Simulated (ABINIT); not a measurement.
Input and output of a self-consistent single point for NbC (Fm-3m, 2 atoms in the cell) (ABINIT).

Method of the run: PBE, spin-orbit coupling, PAW (JTH v2.0 PBE PAW) (plane waves; ABINIT).

```xyz
2
Lattice="0.0000 2.2263 2.2263 2.2263 0.0000 2.2263 2.2263 2.2263 0.0000" Properties=species:S:1:pos:R:3 pbc="T T T"
Nb     0.0000     0.0000     0.0000
C      2.2263     2.2263     2.2263
```

Reference input (self-consistent single point, DFT, PBE, plane waves, PAW (JTH v2.0 PBE PAW)): pseudos = [Nb.GGA_PBE-JTH.xml, C.GGA_PBE-JTH.xml]; ecut = 571 eV; pawecutdg = 1143 eV; pawxcdev = 0; occopt = 7; tsmear = 0.1 eV; ngkpt = 10 10 10; nshiftk = 1; shiftk = 0 0 0; potentials = JTH v2.0 PBE PAW; nband = 14; kptopt = 1. This run's input differs from it in these lines:

```diff
@@ -18,6 +18,8 @@
 pawxcdev 0
+nspinor 2
+nspden 1
 occopt 7
 tsmear 0.1 eV
-nband 14
-kptopt 1
+nband 29
+kptopt 4
 ngkpt 10 10 10
```

Output, abridged:

```
 beta integral value:      -0.479015E+01
 pspatm: atomic psp has been read  and splines computed

   3.40575886E+02                                ecore*ucvol(ha*bohr**3)
 ==== Info on pseudopotentials ====
  PAW calculation
  Number of pseudopotentials ..    2
  Number of types of atoms   ..    2
  Calculation with spin-orbit coupling
  Nonlocal part applied using real spherical harmonics
  Max number of non-local projectors over l and type   2
  Highest angular momentum +1 .......   3
  Max number of (l,n)   components ..   6
  Max number of (l,m,n) components ..  18

 Pseudo-Core Charge Info:
   Number of radial points for pseudo-core charge ..    1
   XC core-correction treatment (optnlxccc) ........    1
   Radius for pseudo-core charge for each type .....

  - Atom type    1 has pseudo-core radius .. 80.0000
  - Atom type    2 has pseudo-core radius .. 80.0000

 Info on the Q-grid used for form factors in spline form:
   Number of q-points for radial functions ffspl ..   3001
   Number of q-points for vlspl ...................   3001
   vloc is computed in Reciprocal Space

  XC functional for type 1 is -101130
  XC functional for type 2 is -101130

 symatm: atom number 1 is reached starting at atom
   1  1  1  1  1  1  1  1  1  1  1  1  1  1  1  1  1  1  1  1  1  1  1  1
 symatm: atom number 2 is reached starting at atom
   2  2  2  2  2  2  2  2  2  2  2  2  2  2  2  2  2  2  2  2  2  2  2  2

--- !BUG
src_file: m_inwffil.F90
src_line: 2703
mpi_rank: 0
message: |
    When nspinor2 is 2, nbd2 must be even, while it is nbd2=29
...

  Action: contact ABINIT group (please attach the output of `abinit -b`)

 abinit_abort: decision taken to exit. Check above messages for more info
Abort(13) on node 0 (rank 0 in comm 0): application called MPI_Abort(MPI_COMM_WORLD, 13) - process 0

--- !BUG
src_file: m_inwffil.F90
src_line: 2703
mpi_rank: 0
message: |
    When nspinor2 is 2, nbd2 must be even, while it is nbd2=29
...

  Action: contact ABINIT group (please attach the output of `abinit -b`)
```

The program stopped before any SCF iteration. 

The starting cell comes from a database of computed structures (which also holds hypothetical and non-ambient phases and stackings), without a prior relaxation at this level. Its lattice was rescaled by a random factor within 2.5 % of one.
